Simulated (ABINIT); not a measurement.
## Equation of state of Ga (space group 64): energy against volume (ABINIT, LDA)

```xyz
4
Lattice="2.1721 -3.6810 0.0000 2.1721 3.6810 0.0000 0.0000 0.0000 4.3538" Properties=species:S:1:pos:R:3 pbc="T T T"
Ga     2.1721     2.5407     4.0012
Ga     2.1721     1.1404     1.8242
Ga     2.1721    -1.1404     2.5296
Ga     2.1721    -2.5407     0.3527
```

Level of theory: LDA (PW92), norm-conserving pseudopotentials (PseudoDojo nc-sr-04 LDA standard) (plane waves; ABINIT). Settings: pseudos = [Ga.upf]; ecut = 104 Ry; ixc = 7; occopt = 3; tsmear = 0.00183747 Ha; ngkpt = 6 6 5; nshiftk = 1; shiftk = 0 0 0; potentials = PseudoDojo nc-sr-04 LDA standard; nband = 34; kptopt = 1; nstep = 50; tolvrs = 1e-12. The cell above is the first row's. The rows scale it uniformly. In all rows fractional positions and the k mesh are held. E is the free energy at the stated smearing, counted from the lowest row.

```csv
V (Å^3/atom),E (meV/atom)
17.4057,10.40
17.7840,3.25
18.1624,0.00
18.5408,0.12
18.9192,3.20
19.2976,8.91
19.6760,16.97
20.0544,?
```

Question: Fit E against V with the third-order Birch-Murnaghan form, a cubic in V^(-2/3), and predict the withheld value at V = 20.0544.

Answer: With u = V^(-2/3) - 0.143, the rows have u = 0.005892, 0.003773, 0.001728, -0.000248, -0.002158, -0.004005, -0.005793. Least squares gives E = -0.083 - 658.6·u + 403806·u² + 1651262·u³. Residuals (row less fit): 0.007, -0.019, 0.007, 0.015, -0.002, -0.016, 0.007; standard error 0.018 (degrees of freedom: 3). Its minimum lies at u = 0.000811, so V0 = (0.143811)^(-3/2) = 18.34. There d²E/du² = 815700 and d³E/du³ = 9908000, so B0 = (4/9) × 18.34^(-7/3) × 815700 × 0.160218 = 65.5 GPa (the last factor turns the table's units into GPa), and B0' = 4 + (2/3) × 0.143811 × (9908000)/815700 = 5.2. The program's pressures in the fitted runs (not shown) pass through zero at V = 18.33, 0.02 % from this V0. At the withheld row, u = -0.007525, so E = -0.083 - 658.6 × (-0.007525) + 403806 × (-0.007525)² + 1651262 × (-0.007525)³ = 27.035 meV/atom. The calculation gives 27.10 meV/atom, 0.065 meV/atom above the prediction (0.2 % of the range of E in the table). The row lies outside the fitted rows, so this is an extrapolation. From the scatter of the fitted rows alone, a prediction at this place has a standard error of 0.051 meV/atom, so the miss is 1.3 times that.

Carrying the step between the two nearest rows on in a straight line would have given 25.03, off by 2.07; series whose last step already gives the withheld value aren't shown. The scan was laid around a cell of about the measured size, scaled by a guess for this functional; axis ratios and inner coordinates come from that cell. The runs keep the symmetry of the cell, so they don't test it for distortions. The shape of the cell and the inner coordinates aren't relaxed, so V0 and B0 belong to this uniform scaling; a relaxed crystal lies no higher in energy and is usually softer (forces reach 0.15 eV/Å in these rows). 1 of the planned runs didn't end soundly and are left out. Cutoffs and mesh are single choices, not tested for convergence of this quantity. Series with a scatter that would blur these digits, or in which a gap closes, are not shown. Nor are scans whose minimum lies at an end fitted in this form.
